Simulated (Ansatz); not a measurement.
**Hypothetical P6_3/mmc PbS, pressure series**

The reference is PbS (space group P6_3/mmc, No. 194; a hypothetical phase, not in the database extracts checked).

```xyz
4
Lattice="5.0012 0.0000 0.0000 -2.5006 4.3312 0.0000 0.0000 0.0000 5.9825" Properties=species:S:1:pos:R:3 pbc="T T T"
Pb     2.5006     1.4437     1.4956
Pb     0.0000     2.8875     4.4868
S      2.5006     1.4437     4.4868
S      0.0000     2.8875     1.4956
```

Cell and atoms are relaxed at each pressure.

Calculations: r2SCAN (Ansatz, an electronic-structure program, PAW, scalar-relativistic without spin-orbit coupling).

```json
[
 {"pressure (GPa)": "-2", "volume per atom (Å³/atom)": "34.040"},
 {"pressure (GPa)": "-1", "volume per atom (Å³/atom)": "33.160"},
 {"pressure (GPa)": "0", "volume per atom (Å³/atom)": "32.397"},
 {"pressure (GPa)": "0.3", "volume per atom (Å³/atom)": "32.179"},
 {"pressure (GPa)": "0.7", "volume per atom (Å³/atom)": "?"},
 {"pressure (GPa)": "3", "volume per atom (Å³/atom)": "30.529"},
 {"pressure (GPa)": "5", "volume per atom (Å³/atom)": "29.539"},
 {"pressure (GPa)": "7.5", "volume per atom (Å³/atom)": "28.485"},
 {"pressure (GPa)": "10", "volume per atom (Å³/atom)": "27.591"}
]
```

Problem. Fit the third-order Birch–Murnaghan form P(V) = (3B₀/2)[(V₀/V)^(7/3) − (V₀/V)^(5/3)]·[1 + (3/4)(B₀′ − 4)((V₀/V)^(2/3) − 1)] (squares taken in P) to the rows shown and predict the withheld row.

Solution. Least squares on the printed values gives V₀ = 32.395 Å³/atom, B₀ = 44.8 GPa, B₀′ = 4.1; this predicts 31.908 Å³/atom, and the run gives 31.906 Å³/atom, 0.002 lower.

Load acts through the strain it causes; cell and atoms are relaxed under it. No phonon test of stability was made. Competing high-pressure phases were not computed. The base started in P6_3mc and relaxed to P6_3/mmc at this level.
